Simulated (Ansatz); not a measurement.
The reference is MgS in the rock salt structure (space group Fm-3m, No. 225; a = 5.1820 Å). Axes: x, y, z lie along the cube axes.

Calculations: PBEsol (Ansatz, a program for electronic structure), no spin-orbit coupling.

Strains are applied to the cell and any free atomic positions relax.

One change was made to it. Results:

| quantity | base | after |
|---|---|---|
| electron mass | 0.53 mₑ along k, 0.29 mₑ across (at X) | 0.51 mₑ along k, 0.30 mₑ across (at X) |
| valence-band top at Γ (three highest levels, from the VBM) | 0.00, 0.00, 0.00 eV | 0.00, 0.00, -0.14 eV |
| pressure (mean of the normal stresses, compression positive) | 0.00 GPa | 2.70 GPa |
| band gap | 2.73 eV | 2.64 eV |

Which change produced these results?
(A) uniaxial strain ε_zz = +1.50 %
(B) uniaxial strain ε_zz = −3.00 %
(C) uniaxial strain ε_zz = −2.00 %
(D) uniaxial strain ε_zz = −2.50 %
(E) uniaxial strain ε_zz = −0.50 %

B, uniaxial strain ε_zz = −3.00 %. For comparison, the valence-band top at Γ in the other runs: uniaxial strain ε_zz = −0.50 % gives 0.00, 0.00, -0.02 eV; uniaxial strain ε_zz = −2.00 % gives 0.00, 0.00, -0.09 eV; uniaxial strain ε_zz = +1.50 % gives 0.00, -0.06, -0.06 eV; uniaxial strain ε_zz = −2.50 % gives 0.00, 0.00, -0.12 eV.

Masses are band curvatures over ±0.01 Å⁻¹ around the edge. Along k means along the line from Γ to the band edge. Whether these cells are dynamically stable was not tested.
